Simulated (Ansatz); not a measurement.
## Worked example: self-consistent single point of ZnAg2SnS4 (I-42m, 8 atoms in the cell) in Ansatz

Computed with LDA (PW92), default PAW files made with PBE (plane waves; Ansatz, an electronic-structure program).

Input as run:

Ansatz 0.2 input:
```yaml
crystal:
  lattice:
    - [-2.774951, 2.774951, 6.052774]
    - [2.774951, -2.774951, 6.052774]
    - [2.774951, 2.774951, -6.052774]
  atoms:
    - { symbol: Zn, position: [0.000000, 0.000000, 0.000000] }
    - { symbol: Ag, position: [0.750000, 0.250000, 0.500000] }
    - { symbol: Ag, position: [0.250000, 0.750000, 0.500000] }
    - { symbol: Sn, position: [0.500000, 0.500000, 0.000000] }
    - { symbol: S, position: [0.639480, 0.128920, 0.000000] }
    - { symbol: S, position: [0.871080, 0.871080, 0.510560] }
    - { symbol: S, position: [0.128920, 0.639480, 0.000000] }
    - { symbol: S, position: [0.360520, 0.360520, 0.489440] }
basis:
  ecutwfc: 30.9 Ry
kpoints:
  mp_grid:
    grid: [6, 6, 6]
hamiltonian:
  xc: lda
  pseudopotentials:
    kind: paw
scf:
  occupations:
    method: fermi_dirac
    width: 0.0007 Ry
output:
  forces: true
  eigenvalues: true
  stress: true
```

The program printed (abridged):

```
WARN ansatz: RAYON_NUM_THREADS=1 ignored (pool sized by the plan → 1); use --threads N
Pseudopotentials: kind: paw
Pseudopotential: Zn, paw, valence charge 12
Pseudopotential: Ag, paw, valence charge 19
Pseudopotential: Sn, paw, valence charge 14
Pseudopotential: S, paw, valence charge 6
Crystal: 8 atoms, lattice volume = 186.434 Å³
Basis set: ecut = 420.4159175005146 eV, 3637 PW (Γ)
Bands: 53, of which v1, the nominal top of the filled ones, is band 44 counted from 1 (43 counted from 0)
Symmetry: 8 space group operations
Space group: I-42m (ITA 121), of the structure as read, at distance tolerance 5.7e-5 Å
k-points: 30 of 216 (time reversal used)
PAW frozen core: Zn, regenerated for the run's functional, and the local potential with it
PAW frozen core: Ag, regenerated for the run's functional, and the local potential with it
PAW frozen core: Sn, regenerated for the run's functional, and the local potential with it
PAW frozen core: S, regenerated for the run's functional, and the local potential with it
Initial density: superposition of atomic densities (neutral atoms: chi_scale 0, normalization atom), corrected by the library's trained network
Initial wavefunctions: pseudopotential atomic-orbital guess
Eigensolver: davidson
Functional: x = slater, c = lda
SCF iter   1: F=—  HF=-27522.879201 eV  |F-HF|=—  |Δ(HF+E_count)|=         —  Δρ=8.02e-3  dr2=1.11e-1  ethr=1.77e-3  ⟨swp⟩=7.0  Hψ=6571  notcnv=0
all-band conjugate gradients solve this SCF's bands
preconditioner: auto → Resta (q_TF=auto, 2.407 Å⁻¹)
SCF iter   2: F=—  HF=-27522.850939 eV  |F-HF|=—  |Δ(HF+E_count)|=   2.83e-2  Δρ=3.20e-3  dr2=1.68e-2  ethr=1.26e-4  ⟨swp⟩=2.4  Hψ=2791  notcnv=0  defer=95
SCF iter   3: F=—  HF=-27522.846397 eV  |F-HF|=—  |Δ(HF+E_count)|=   4.54e-3  Δρ=1.43e-3  dr2=2.89e-3  ethr=1.91e-5  ⟨swp⟩=2.0  Hψ=2451  notcnv=0  defer=95
SCF iter   4: F=—  HF=-27522.845664 eV  |F-HF|=—  |Δ(HF+E_count)|=   7.33e-4  Δρ=4.66e-4  dr2=3.42e-4  ethr=3.29e-6  ⟨swp⟩=2.0  Hψ=2476  notcnv=0  defer=95
SCF iter   5: F=—  HF=-27522.845576 eV  |F-HF|=—  |Δ(HF+E_count)|=   8.77e-5  Δρ=2.15e-4  dr2=8.98e-5  ethr=3.88e-7  ⟨swp⟩=2.0  Hψ=2409  notcnv=0  defer=95
SCF iter   6: F=—  HF=-27522.845567 eV  |F-HF|=—  |Δ(HF+E_count)|=   9.24e-6  Δρ=6.88e-5  dr2=9.79e-6  ethr=1.02e-7  ⟨swp⟩=2.2  Hψ=2195  notcnv=0  defer=95
SCF iter   7: F=—  HF=-27522.845571 eV  |F-HF|=—  |Δ(HF+E_count)|=   3.60e-6  Δρ=9.95e-6  dr2=2.64e-7  ethr=1.11e-8  ⟨swp⟩=2.4  Hψ=2385  notcnv=0  defer=95
SCF iter   8: F=-27522.845571 eV  HF=-27522.845571 eV  |F-HF|=6.06e-9  |Δ(HF+E_count)|=   1.28e-7  Δρ=2.61e-6  dr2=1.52e-8  ethr=1.14e-10  ⟨swp⟩=10.4  Hψ=6692  notcnv=0
SCF 1 converged in 8 iterations: F = -27522.845571 eV  dr2 = 1.52e-8
SCF converged after 8 iterations
Free energy (F): -27522.845571 eV
Harris-Foulkes:  -27522.845571 eV  (|F-HF|=6.06e-9)
Internal energy: -27522.845436 eV  (E = F + TS)
E sigma→0 (E₀):  -27522.845504 eV
Entropy (-TS):   -0.000135 eV (-0.017 meV/atom)
Fermi energy:    6.826728 eV
--- Per-component energies (eV) ---
  E_band       = -939.778394
  E_kinetic    = 1798.924769
  E_local      = -10376.565634  (includes V_loc(G=0)·N_el)
  E_nonlocal   = 884.713098
  E_hartree    = 4665.535816
  E_xc         = -1260.632793
  E_vxc        = -964.593093  (∫ρ·V_xc dr)
  E_paw        = -15574.557469  (= ΣΔE_a)
  E_vpaw       = -1613.335590  (= ΣTr[D̂ρ^β])
  E_aug_tail   = 0.000155  (compensation charges beyond the density's cutoff)
  E_ewald      = -7664.307823
  E_core_change = 4.044445  (= ΣΔE_core)
  E_smearing   = -0.000135  (= −TS)
  E_closure    = -0.000000  (closes the sum)
  Σ components = -27522.845571   (vs F -27522.845571, Δ=0.00e0)
--- Forces (eV/Å), atoms counted from 1 ---
  atom   1  Zn     0.00000000    -0.00000000     0.00000000
  atom   2  Ag     0.00000000    -0.00000000     0.00000000
  atom   3  Ag     0.00000000     0.00000000     0.00000000
  atom   4  Sn     0.00000000    -0.00000000     0.00000000
  atom   5  S     -0.07958299     0.07958299    -0.17479897
  atom   6  S      0.07958299     0.07958299     0.17479897
  atom   7  S      0.07958299    -0.07958299    -0.17479897
  atom   8  S     -0.07958299    -0.07958299     0.17479897
  max |Σ_I F_I| component: 5.55e-17 eV/Å
--- Stress (GPa, compression-positive) ---
       -4.552299       0.000000       0.000000
        0.000000      -4.552299       0.000000
       -0.000000       0.000000      -5.134393
  P = ⅓ Tr σ = -4.7463 GPa (-47.463 kbar)
  The stress holds the Pulay correction. Without it, at fixed plane waves, as pw.x and ABINIT print it: P = -4.7758 GPa
--- Band table (eV; the first three rows and the last of 30) ---
  k-point 0: bands = ["-83.6688", "-83.6687", "-47.2524", "-47.2524", "-47.2509", "-47.2509", "-47.2189", "-47.2186", "-15.0311", "-15.0311", "-15.0159", "-14.9590", "-14.9289", "-6.8076", "-5.5919", "-5.5106", "-5.5106", "-0.8235", "0.0132", [...]
  k-point 1: bands = ["-83.6688", "-83.6687", "-47.2524", "-47.2520", "-47.2513", "-47.2509", "-47.2188", "-47.2186", "-15.0312", "-15.0312", "-15.0161", "-14.9589", "-14.9287", "-6.6864", "-5.6369", "-5.5800", "-5.5591", "-0.7754", "0.0019", [...]
  k-point 2: bands = ["-83.6688", "-83.6688", "-47.2525", "-47.2521", "-47.2512", "-47.2509", "-47.2187", "-47.2187", "-15.0314", "-15.0314", "-15.0165", "-14.9587", "-14.9282", "-6.4124", "-5.8265", "-5.6530", "-5.6044", "-0.7459", "0.0079", [...]
  k-point 29: bands = ["-83.6688", "-83.6687", "-47.2524", "-47.2524", "-47.2509", "-47.2509", "-47.2189", "-47.2186", "-15.0311", "-15.0311", "-15.0160", "-14.9589", "-14.9289", "-6.6337", "-5.8471", "-5.5115", "-5.5115", "-0.8323", "-0.0264", [...]
```

The run converged in 8 iterations.

The starting cell comes from a database of computed structures (which also holds hypothetical and non-ambient phases and stackings), without a prior relaxation at this level. Its lattice was rescaled by up to half a per cent. With a pressure of about -5 GPa the cell is away from its equilibrium volume at this level. Ansatz's pressure includes its estimate of the finite-basis (Pulay) stress. The run gives no clean gap (levels at the Fermi energy touch, overlap or are partly filled at this smearing), which alone does not show that the compound is a metal.
